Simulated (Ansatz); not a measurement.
Terminations of the (100) surface of fcc Al, measured from the surface 'a layer of Ag in place of the third plane'. Atoms come from or go to: Ag: fcc Ag, Al: fcc Al, Cr: bcc Cr, antiferromagnetic, Ir: fcc Ir, Mo: bcc Mo, Nb: bcc Nb, Ni: fcc Ni, ferromagnetic, Os: hcp Os, Pd: fcc Pd, Ti: hcp Ti, Zn: hcp Zn. ΔE is the energy of forming the row's surface from that one (negative: more stable at these reservoirs); the vacuum level's shift is aligned on the shared bottom. No zero-point or thermal terms. These are constructed structures in small cells; real faces may alloy, dewet or reconstruct in larger ones, and not all known structures of the face are among them. Slabs of about 10 Å with all that they carry, Fermi-Dirac smearing of 0.1 eV. Bottom of the slabs: a bare face, its two planes held. Relaxed from the named starts with such symmetry as they have, on meshes of like density; energies extrapolated to zero smearing; no spin-orbit coupling, no U. Spin-polarised runs, if any, are marked in brackets, and their order is one that fits the cell; the others ran without spin. A dash marks a value that is undefined for that row (no clear gap, or no work function of a gapped slab) or was not read reliably on its mesh.

Level of theory: PBE (plane waves to 420 eV, PAW; Ansatz, an electronic-structure program).

```
surface                                                                 atoms added per 1x1  ΔE per 1x1 (eV)  shift of the vacuum level (eV)  work function (eV)
----------------------------------------------------------------------  -------------------  ---------------  ------------------------------  ------------------
a layer of Pd in place of the second plane                                     -1 Ag, +1 Pd            -1.31                            0.21                4.61
a pseudomorphic layer of Ti in the host's stacking                      -1 Ag, +1 Al, +1 Ti             0.24                           -0.08                4.24
a layer of Cr in place of the third plane [spin, 2.4 μB a cell]                -1 Ag, +1 Cr             0.16                            0.02                4.37
a pseudomorphic layer of Zn in the host's stacking                      -1 Ag, +1 Al, +1 Zn             0.01                            0.03                4.33
a layer of Nb in place of the second plane                                     -1 Ag, +1 Nb            -0.30                           -0.02                4.42
one row in 2 of the top plane missing                                        -1 Ag, +0.5 Al             0.08                           -0.08                4.26
a pseudomorphic layer of Ir in the host's stacking                      -1 Ag, +1 Al, +1 Ir              [?]                            0.74                5.07
a pseudomorphic layer of Mo in the host's stacking                      -1 Ag, +1 Al, +1 Mo              [?]                            0.57                4.89
a layer of Ir in place of the second plane                                     -1 Ag, +1 Ir            -1.51                           -0.03                4.39
a layer of Ni in place of the second plane [spin start, no net moment]         -1 Ag, +1 Ni              [?]                           -0.39                4.03
a layer of Ag in place of the third plane                                              none             0.00                            0.00                4.34
a layer of Os in place of the second plane                                     -1 Ag, +1 Os            -0.40                           -0.50                3.94
```

### Question
What belongs in the gaps?

### Answer

- a pseudomorphic layer of Ir in the host's stacking, ΔE per 1x1 (eV): -0.15
- a pseudomorphic layer of Mo in the host's stacking, ΔE per 1x1 (eV): 1.11
- a layer of Ni in place of the second plane [spin start, no net moment], ΔE per 1x1 (eV): -0.99
